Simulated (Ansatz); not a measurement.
The reference is SnSe2 in the CdI2 type structure (space group P-3m1, No. 164; a = 3.826 Å, c = 6.231 Å; layered, stacked along the Cartesian z axis).

Now apply this change: a free-standing slab of 1 layer (3 atoms, 3 a layer) is cut normal to the stacking axis, with 15 Å of vacuum and the in-plane cell relaxed.

Levels (all Ansatz, a quantum-chemistry and plane-wave program, PAW): r2SCAN+rVV10 (500 eV, no spin-orbit coupling); HSE06+SOC (420 eV, spin-orbit coupling included).

The geometry is relaxed with r2SCAN+rVV10.

| Property | Value |
|---|---|
| r2SCAN+rVV10 lowest conduction level above the VBM at special points | M 1.10 eV; Γ 2.07 eV; K 2.21 eV |

Q: How does going to HSE06+SOC change the lowest conduction level above the VBM at special points and valence-band top at Γ?

A: The lowest conduction level above the VBM at special points goes from M 1.10 eV; Γ 2.07 eV; K 2.21 eV to M 1.43 eV; Γ 2.37 eV; K 2.61 eV; the valence-band top at Γ (three highest Kramers pairs, from the VBM) is 0.00, -0.32, -0.43 eV.

Single points use the geometry relaxed with r2SCAN+rVV10. The hybrid gap comes from the SCF mesh plus the semilocal run's edge points and a few special points and is an upper bound. Differences between runs with and without spin-orbit coupling are approximate. The levels and masses belong to the bands next to the band gap. Whether these cells are dynamically stable was not tested.
